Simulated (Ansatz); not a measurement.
## Response to strain in Mo

The reference is Mo in the bcc (W type) structure (space group Im-3m, No. 229; a = 3.112 Å; relaxed with 0.1 eV smearing). Axes: x, y, z lie along the cube axes.

Strains are applied to the cell and any free atomic positions relax; under biaxial strain the out-of-plane vector relaxes too.

Calculations: Kohn–Sham DFT with the LDA functional, run in Ansatz (a first-principles code) with PAW and 420 eV plane waves, scalar-relativistic without spin-orbit coupling.

| biaxial strain, plane normal [001], relaxed out of plane (%) | out-of-plane strain (%) |
|---|---|
| 0 | 0.00 |
| 0.5 | -0.35 |
| 1 | -0.68 |
| 1.5 | -1.02 |
| 2 | ? |
| 2.5 | -1.68 |
| 3 | -2.01 |

Fit ε⊥ = −νε + γε² (strains in %) to the rows shown and predict the withheld row.

Least squares on the printed values gives ν = 0.69 (the biaxial Poisson response) and γ = 0.007 (largest residual 0.01 %); this predicts -1.35 %, and the run gives -1.35 %, in agreement.

Stability against distortions was not tested. The final runs are not spin-polarised.
